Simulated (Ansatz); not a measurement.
The starting structures come from a database of crystals and need not be the phases stable at ambient conditions.

 Where the default PAW files enter, the runs use the earlier of Ansatz's two default sets.

Here is the system:

```yaml
crystal:
  lattice:
    - [4.86089, 0.00000, 0.00000]
    - [0.00000, 5.39756, 0.00000]
    - [2.43045, -1.49769, 5.85740]
  atoms:
    - { symbol: Sb, position: [0.71409, 0.25000, 0.00000] }
    - { symbol: Sb, position: [0.28591, 0.75000, 0.00000] }
    - { symbol: Sb, position: [0.00000, 0.50000, 0.50000] }
    - { symbol: Sb, position: [0.50000, 0.00000, 0.50000] }
    - { symbol: O, position: [0.68085, 0.53303, 0.81246] }
    - { symbol: O, position: [0.31915, 0.46697, 0.18754] }
    - { symbol: O, position: [0.49331, 0.96697, 0.18754] }
    - { symbol: O, position: [0.50669, 0.03303, 0.81246] }
    - { symbol: O, position: [0.24454, 0.32530, 0.61668] }
    - { symbol: O, position: [0.75546, 0.67470, 0.38332] }
    - { symbol: O, position: [0.86122, 0.17470, 0.38332] }
    - { symbol: O, position: [0.13878, 0.82530, 0.61668] }
```

Space group of this cell: C2/c. The cell is taken as given; by PBEsol its mean pressure is 1.8 GPa.

Transport runs along the normal of the first two printed cell vectors.

The gap is the functional's own, uncorrected, and κ follows it; spin-orbit coupling is left out. Mid-gap values are interpolated between the computed energies.

**Question.** Estimate the band gap and the smallest decay constant κ at mid-gap that PBEsol (Ansatz, a first-principles code) returns for this system.

**Answer.** Gap 2.32 eV on a 8×6×8 mesh; κ = 0.320 1/Å, at the zone centre.
